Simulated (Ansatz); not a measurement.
**Effect of biaxial strain +1.25 %, plane normal [111], relaxed out of plane on ZrC**

The reference is ZrC in the rock salt structure (space group Fm-3m, No. 225; a = 4.669 Å; relaxed with 0.1 eV smearing). Axes: x, y, z lie along the cube axes.

Modification: biaxial strain +1.25 %, plane normal [111], relaxed out of plane (Cartesian); in-plane vectors clamped, the third vector and the atoms free.

Computed with PBEsol (Ansatz, a program for electronic structure), no SOC. Γ-centred 21×21×21 mesh, Fermi–Dirac width 0.1 eV.

| quantity | base | changed | shift |
|---|---|---|---|
| volume per atom | 12.72 Å³ | 12.95 Å³ | +0.223 Å³ |
| space group | Fm-3m (No. 225) | R-3m (No. 166) | – |
| shortest interatomic distance | 2.335 Å | 2.348 Å | +0.0138 Å |
| energy relative to the base (free energy F) | 0 meV/atom | +6.0 meV/atom | +6.0 meV/atom |
| pressure (mean of the normal stresses, compression positive) | 0.0 GPa | -4.0 GPa | -4.0 GPa |
| band gap | zero | zero | – |
| out-of-plane strain | – | -0.74 % | – |
| ratio −ε⊥/ε∥ | – | 0.59 | – |
| mean in-plane stress (compression positive) | – | -6.0 GPa | – |

Whether these cells are dynamically stable was not tested. The final runs are not spin-polarised.
